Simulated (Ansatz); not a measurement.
## Hypothetical Pn-3m Mg2C: biaxial strain +4.47 %, plane normal [001], relaxed out of plane

Consider Mg₂C (space group Pn-3m, No. 224; a = 4.809 Å; a hypothetical phase, not in the database extracts checked). Axes: x, y, z lie along the cube axes.

Modification: biaxial strain +4.47 %, plane normal [001], relaxed out of plane (Cartesian); in-plane vectors clamped, the third vector and the atoms free.

Method: Kohn–Sham DFT with the PBEsol functional, run in Ansatz (a program for electronic structure) with PAW and 420 eV plane waves, no spin-orbit coupling. k-mesh 7×7×7 (Γ-centred); smearing 0.05 eV (Fermi–Dirac).

```tsv
quantity	base	changed	shift
volume per atom	18.53 Å³	18.04 Å³	-0.49 Å³
space group	Pn-3m (No. 224)	P4_2/nnm (No. 134)	–
shortest interatomic distance	2.082 Å	2.075 Å	-0.0076 Å
energy relative to the base (free energy F)	0 meV/atom	-5.5 meV/atom	-5.5 meV/atom
band gap	zero	zero	–
out-of-plane strain (rough)	–	-10.81 %	–
mean in-plane stress (compression positive) (rough)	–	+1.3 GPa	–
```

A case with no gap was solved on a k-mesh chosen for an insulator, which is coarse for it. Without a gap, meshes like the base's 7×7×7 leave anisotropic stresses uncertain by several tenths of a GPa, and small strain energies with them. No phonon test of stability was made. The final runs are not spin-polarised. Under biaxial strain +4.47 %, plane normal [001], relaxed out of plane the cell ends below the base's energy or with stress of the wrong sign: the atoms slid into a distortion or the cell is elastically unstable, so the base is not a stable minimum at this level. A zero or small gap of Mg2C can be the functional's error rather than a property of the material.
